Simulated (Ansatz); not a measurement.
# TiO2, pressure series

Consider TiO$_{2}$ in the anatase structure (space group I4_1/amd, No. 141).

TiO₂ is taken in the tetragonal space group I4₁/amd, origin choice 1 (No. 141), the anatase structure, Pearson symbol tI12. Lattice parameters: a = b = 3.7698 Å, c = 9.5517 Å, α = β = γ = 90.00°. Ti on 4a sees 6 O at 1.928–1.982 Å. O on 8e sees 3 Ti at 1.928–1.982 Å. (Neighbours: up to the widest gap in distance over summed covalent radii, below 1.35, at either atom; cation-cation and far metal-metal contacts left out.)
(The calculation used a cell of 6 atoms; values per cell refer to that cell.)

Cell and atoms are relaxed at each pressure.

Method: plane-wave PAW DFT at the PBEsol level (Ansatz, a quantum-chemistry and plane-wave program, 420 eV), without spin-orbit coupling.

Notes on the quantities. enthalpy: H = E + PV relative to the base's energy.

```
change                  enthalpy  band gap  smallest direct gap  lattice parameter a  c/a ratio
-----------------  -------------  --------  -------------------  -------------------  ---------
base                           –   2.11 eV              2.44 eV              3.770 Å      2.534
pressure −2 GPa    -0.14 eV/atom   2.12 eV              2.43 eV              3.776 Å      2.549
pressure −1 GPa    -0.07 eV/atom   2.11 eV              2.44 eV              3.773 Å      2.542
pressure 0.9 GPa   +0.06 eV/atom   2.10 eV              2.45 eV              3.767 Å      2.527
pressure 2.1 GPa   +0.15 eV/atom   2.09 eV              2.45 eV              3.764 Å      2.518
pressure 4.5 GPa   +0.31 eV/atom   2.07 eV              2.46 eV              3.758 Å      2.497
pressure 9 GPa     +0.62 eV/atom   2.02 eV              2.47 eV              3.748 Å      2.459
pressure 15 GPa    +1.02 eV/atom   1.93 eV              2.47 eV              3.738 Å      2.405
pressure 22.5 GPa  +1.50 eV/atom   1.83 eV              2.44 eV              3.727 Å      2.344
pressure 30 GPa    +1.97 eV/atom   1.73 eV              2.38 eV              3.717 Å      2.288
```

Load acts through the strain it causes; cell and atoms are relaxed under it. Stability against distortions was not tested. No other phases were tried under pressure. All final runs are without spin polarisation.
